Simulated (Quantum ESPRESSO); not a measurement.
**One base run on KAs2Rh2 (I4/mmm, 5 atoms in the cell) and variants with one or two settings moved**

K(AsRh)2 has the tetragonal space group I4/mmm (No. 139), Pearson symbol tI10. Cell: a = b = 4.0057 Å, c = 13.4020 Å, α = β = γ = 90.00°. K on 2a has 8 As at 3.455 Å (cubic). As on 4e is coordinated by 4 Rh at 2.427 Å and 4 K at 3.455 Å. Rh on 4d is coordinated by 4 As at 2.427 Å and 4 Rh at 2.832 Å. (Neighbours: up to the widest gap in distance over summed covalent radii, below 1.35, at either atom; cation-cation and far metal-metal contacts left out.)
(The calculation used a cell of 5 atoms; values per cell refer to that cell.)

Base run A: Quantum ESPRESSO with PBEsol, GBRV 1.5 ultrasoft (PBESOL) pseudopotentials, self-consistent single point.

Its settings: ecutwfc = 40 Ry; ecutrho = 320 Ry; occupations = smearing; smearing = fd; degauss = 0.0073499 Ry; potentials = {K: k_pbesol_v1.4.uspp.F.UPF, As: as_pbesol_v1.uspp.F.UPF, Rh: rh_pbesol_v1.4.uspp.F.UPF}; K_POINTS = automatic 8 8 8 0 0 0; conv_thr = 1e-10 Ry.

The starting cell comes from a database of computed structures (which also holds hypothetical and non-ambient phases and stackings), without a prior relaxation at this level. Spin polarisation is off; with an odd number of electrons in the cell that forces a metal, and a magnetic state may lie lower.

ΔF is the free energy per atom less that of run A. 

```json
[
 {"run": "A", "change": "base", "ΔF (meV/atom)": "0.00", "pressure (GPa)": "-1.94", "largest force (eV/Å)": "0.088"},
 {"run": "B", "change": "degauss: 0.0073499 Ry → 0.000734986 Ry", "ΔF (meV/atom)": "5.7", "pressure (GPa)": "-2.03", "largest force (eV/Å)": "0.093"},
 {"run": "C", "change": "ecutwfc: 40 Ry → 20 Ry; ecutrho: 320 Ry → 160 Ry", "ΔF (meV/atom)": "8893.0", "pressure (GPa)": "-238.70", "largest force (eV/Å)": "0.256"},
 {"run": "D", "change": "ecutrho: 320 Ry → 200 Ry", "ΔF (meV/atom)": "-0.13", "pressure (GPa)": "-1.94", "largest force (eV/Å)": "0.088"},
 {"run": "E", "change": "degauss: 0.0073499 Ry → 0.002205 Ry", "ΔF (meV/atom)": "5.3", "pressure (GPa)": "-2.02", "largest force (eV/Å)": "0.092"},
 {"run": "F", "change": "lattice scaled by 1.03", "ΔF (meV/atom)": "61.0", "pressure (GPa)": "-9.03", "largest force (eV/Å)": "1.140"},
 {"run": "G", "change": "occupations: smearing → tetrahedra_opt; smearing: fd → default; degauss: 0.0073499 Ry → default", "ΔF (meV/atom)": "7.1", "pressure (GPa)": "-2.01", "largest force (eV/Å)": "0.090"},
 {"run": "H", "change": "mixing_beta: default → 0.6", "ΔF (meV/atom)": "0.00", "pressure (GPa)": "-1.94", "largest force (eV/Å)": "0.088"}
]
```

Run F against A: The free energy goes up by 61.0 meV/atom, the pressure goes from -1.94 to -9.03 GPa and the largest force goes from 0.088 to 1.140 eV/Å.

Run C against A: The free energy rises by 8.89 eV/atom, the pressure goes from -1.94 to -238.7 GPa and the largest force goes from 0.088 to 0.256 eV/Å.

Run E against A: The free energy rises by 5.3 meV/atom, the pressure hardly changes (-1.94 to -2.02 GPa) and the largest force hardly changes (0.088 to 0.092 eV/Å).
